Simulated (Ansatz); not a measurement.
## Ti, response to strain

Base system: Ti in the hcp (Mg type) structure (space group P6_3/mmc, No. 194; a = 2.902 Å, c = 4.593 Å; relaxed with 0.1 eV smearing). Axes: x lies along a and z along c of the hexagonal cell.

Strains are applied to the cell and any free atomic positions relax; under biaxial strain the out-of-plane vector relaxes too.

Computed with Kohn–Sham DFT with the PBEsol functional, run in Ansatz (a quantum-chemistry and plane-wave program) with PAW and 420 eV plane waves, without spin-orbit coupling.

Notes on the quantities. in-plane stress: mean in-plane stress (compression positive).

```json
[
 {"case": "base", "in-plane stress": "–", "volume per atom": "16.74 Å³"},
 {"case": "biaxial strain −2.50 %, plane normal [001], relaxed out of plane", "in-plane stress": "+5.3 GPa", "volume per atom": "16.27 Å³"},
 {"case": "biaxial strain −2.00 %, plane normal [001], relaxed out of plane", "in-plane stress": "…", "volume per atom": "16.36 Å³"},
 {"case": "biaxial strain −1.50 %, plane normal [001], relaxed out of plane", "in-plane stress": "+3.1 GPa", "volume per atom": "…"},
 {"case": "biaxial strain −1.00 %, plane normal [001], relaxed out of plane", "in-plane stress": "+2.1 GPa", "volume per atom": "…"},
 {"case": "biaxial strain −0.50 %, plane normal [001], relaxed out of plane", "in-plane stress": "+1.0 GPa", "volume per atom": "16.65 Å³"},
 {"case": "biaxial strain +0.50 %, plane normal [001], relaxed out of plane", "in-plane stress": "-1.0 GPa", "volume per atom": "…"},
 {"case": "biaxial strain +2.00 %, plane normal [001], relaxed out of plane", "in-plane stress": "-3.8 GPa", "volume per atom": "17.14 Å³"},
 {"case": "biaxial strain +2.50 %, plane normal [001], relaxed out of plane", "in-plane stress": "-4.7 GPa", "volume per atom": "17.23 Å³"},
 {"case": "biaxial strain +3.00 %, plane normal [001], relaxed out of plane", "in-plane stress": "-5.5 GPa", "volume per atom": "17.33 Å³"}
]
```

**Question.** What belongs in the blanks?

**Answer.** 
- biaxial strain −2.00 %, plane normal [001], relaxed out of plane, in-plane stress: +4.2 GPa
- biaxial strain −1.50 %, plane normal [001], relaxed out of plane, volume per atom: 16.46 Å³
- biaxial strain −1.00 %, plane normal [001], relaxed out of plane, volume per atom: 16.55 Å³
- biaxial strain +0.50 %, plane normal [001], relaxed out of plane, volume per atom: 16.84 Å³

Stability against distortions was not tested. The final runs are not spin-polarised.
